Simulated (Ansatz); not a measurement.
An Ansatz (an electronic-structure program) input (r2SCAN (Ansatz, PAW, spin-orbit coupling left out)):

Ansatz 0.2 input:
```yaml
crystal:
  lattice:
    - [3.6825730297, 0, 0.0265145258]
    - [-1.8412865148, 3.189201795, -0.0132572629]
    - [0.0410290592, 0, 5.698480448]
  atoms:
    - { symbol: Y, position: [0.3333333333, 0.6666666667, 0.75] }
    - { symbol: Y, position: [0.6666666667, 0.3333333333, 0.25] }
basis: { ecutwfc: 500, ecutrho_ratio: 4, xc_grid: 4, fft_grid_basis: typed }
kpoints: { mp_grid: { grid: [15, 15, 8] } }
hamiltonian:
  xc: r2scan
  dispersion: none
  pseudopotentials: { kind: paw }
scf: { occupations: { method: fermi_dirac, width: 0.05 }, convergence: { dr2_threshold: 0.0000000002 } }
relax: { f_tol: 0.005, max_steps: 50 }
output: { forces: true, stress: true }
checkpoint: { write: state.ck, write_every: 1000 }
```

Which symmetry and how many k-points will the program report, and about how many plane waves at Γ?

Space group C2/c (ITA 15) with 4 operations, k-points 488 of 1800, and 1713 plane waves at Γ.

The cells carry an imposed strain or load. No phonon test of stability was made. All final runs are without spin polarisation. The cell was made from Y in the hcp (Mg type) structure (space group P6_3/mmc, No. 194) by this change: tensor shear ε_xz = +0.72 %.
